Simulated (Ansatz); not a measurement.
Worked example: self-consistent single point of LaOF (P4mm, 6 atoms in the cell) in Ansatz (an electronic-structure program).

Computed with LDA (PW92), default PAW files made with PBE (plane waves; Ansatz).

```xyz
6
Lattice="4.0896 0.0000 0.0000 0.0000 4.0896 0.0000 0.0000 0.0000 5.8430" Properties=species:S:1:pos:R:3 pbc="T T T"
La     2.0448     0.0000     4.2319
La     0.0000     2.0448     1.6611
O      0.0000     0.0000     2.9215
O      2.0448     2.0448     2.9215
F      2.0448     2.0448     0.0000
F      0.0000     0.0000     0.0000
```

Reference input (self-consistent single point, DFT, LDA (PW92), plane waves, default PAW files made with PBE): basis.ecutwfc = 30.9 Ry; kpoints.mp_grid.grid = 6 6 4; hamiltonian.xc = lda; hamiltonian.pseudopotentials = {kind: paw} (the program's default PAW files); scf.occupations.method = fermi_dirac; scf.occupations.width = 0.0037 Ry. This run's input differs from it in these lines:

Ansatz 0.2 input:
```diff
@@ -16,3 +16,3 @@
 kpoints:
-  mp_grid: { grid: [6, 6, 4] }
+  mp_grid: { grid: [12, 12, 8], shift: [0.5, 0.5, 0.5] }
 hamiltonian:
```

The program printed (abridged):

```
SCF iter   1: F=—  HF=-14863.111100 eV  |F-HF|=—  |Δ(HF+E_count)|=         —  Δρ=1.79e-2  dr2=2.71e-1  ethr=1.77e-3  ⟨swp⟩=6.0  Hψ=10740  notcnv=0
all-band conjugate gradients solve this SCF's bands
preconditioner: auto → Resta (q_TF=auto, 2.423 Å⁻¹)
SCF iter   2: F=—  HF=-14863.053530 eV  |F-HF|=—  |Δ(HF+E_count)|=   5.76e-2  Δρ=6.64e-3  dr2=2.24e-2  ethr=5.64e-4  ⟨swp⟩=4.1  Hψ=6016  notcnv=0  defer=125
   [... lines left out ...]
SCF iter   4: F=—  HF=-14863.047884 eV  |F-HF|=—  |Δ(HF+E_count)|=   3.43e-4  Δρ=9.97e-4  dr2=7.91e-4  ethr=4.88e-6  ⟨swp⟩=2.0  Hψ=4369  notcnv=0  defer=125
SCF iter   5: F=—  HF=-14863.047717 eV  |F-HF|=—  |Δ(HF+E_count)|=   1.68e-4  Δρ=1.63e-4  dr2=4.52e-5  ethr=1.65e-6  ⟨swp⟩=2.0  Hψ=4212  notcnv=0  defer=125
SCF iter   6: F=—  HF=-14863.047729 eV  |F-HF|=—  |Δ(HF+E_count)|=   1.26e-5  Δρ=5.65e-5  dr2=3.00e-6  ethr=9.41e-8  ⟨swp⟩=2.5  Hψ=4216  notcnv=0  defer=125
SCF iter   7: F=-14863.047730 eV  HF=-14863.047730 eV  |F-HF|=1.05e-7  |Δ(HF+E_count)|=   1.09e-6  Δρ=1.03e-5  dr2=7.85e-8  ethr=2.08e-10  ⟨swp⟩=14.5  Hψ=15331  notcnv=0
SCF 1 converged in 7 iterations: F = -14863.047730 eV  dr2 = 7.85e-8
Free energy (F): -14863.047730 eV
Internal energy: -14863.047730 eV  (E = F + TS)
E sigma→0 (E₀):  -14863.047730 eV
Fermi energy:    9.850237 eV
--- Forces (eV/Å), atoms counted from 1 ---
  atom   1  La     0.00000000     0.00000000    -0.95619205
  atom   2  La    -0.00000000     0.00000000     0.65301626
  atom   3  O      0.00000000     0.00000000     0.14675208
  atom   4  O     -0.00000000     0.00000000     0.14675208
  atom   5  F      0.00000000     0.00000000     0.00485472
  atom   6  F     -0.00000000     0.00000000     0.00485472
--- Stress (GPa, compression-positive) ---
       -8.198711       0.000000      -0.000000
        0.000000      -8.198711       0.000000
       -0.000000       0.000000      -8.078366
  P = ⅓ Tr σ = -8.1586 GPa (-81.586 kbar)
  The stress holds the Pulay correction. Without it, at fixed plane waves, as pw.x and ABINIT print it: P = -8.8157 GPa
```

The run converged in 7 iterations. Against the reference run the free energy stays essentially unchanged (within 1 meV/atom), the pressure stays at -8.16 GPa, the largest force stays at 0.956 eV/Å and the gap on the mesh goes from 4.351 to 4.325 eV.

The starting cell comes from a database of computed structures (which also holds hypothetical and non-ambient phases and stackings), without a prior relaxation at this level. Its lattice was rescaled by up to half a per cent. One atom was moved a little off its site on purpose. Ansatz's pressure includes its estimate of the finite-basis (Pulay) stress. Without the estimate this run gives -8.82 GPa. The shifted mesh does not hold Γ, so a gap read on it misses any band edge there.
